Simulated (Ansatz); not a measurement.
A one-dimensional As body, 2 atoms a period, stretched and compressed along its axis from its relaxed period of 3.449 Å, atoms relaxed at each length.

```yaml
crystal:
  lattice:
    - [12.50000, 0.00000, 0.00000]
    - [0.00000, 11.00000, 0.00000]
    - [0.00000, 0.00000, 3.44936]
  atoms:
    - { symbol: As, position: [0.43577, 0.50000, 0.00000] }
    - { symbol: As, position: [0.56423, 0.50000, 0.50000] }
```

All values below come from PBE (plane waves to 420 eV, PAW; Ansatz, a program for electronic structure). Mesh 1×1×92. No spin polarisation. Isolated but for its images some 11 Å away. A hypothetical model. Symmetry and one short period hold its shape; lower forms weren't sought. Pairing along the axis, which can open a gap, is among the distortions not tried. Values not marked SOC lack spin–orbit coupling. Buckling under compression is shut out by symmetry and the short period. Energies are free energies at a Fermi–Dirac width of 0.02 eV, from the unstrained cell.

```csv
strain (%),energy (meV a period),axial force (nN)
-3.0,+27,-0.87
-1.5,[?],[?]
0.0,0,-0.01
+1.5,[?],[?]
+3.0,+23,+0.69
```

### Question
What belongs in the gaps?

### Answer

- +1.5, energy (meV a period): +6
- +1.5, axial force (nN): +0.36
- -1.5, energy (meV a period): +7
- -1.5, axial force (nN): -0.42
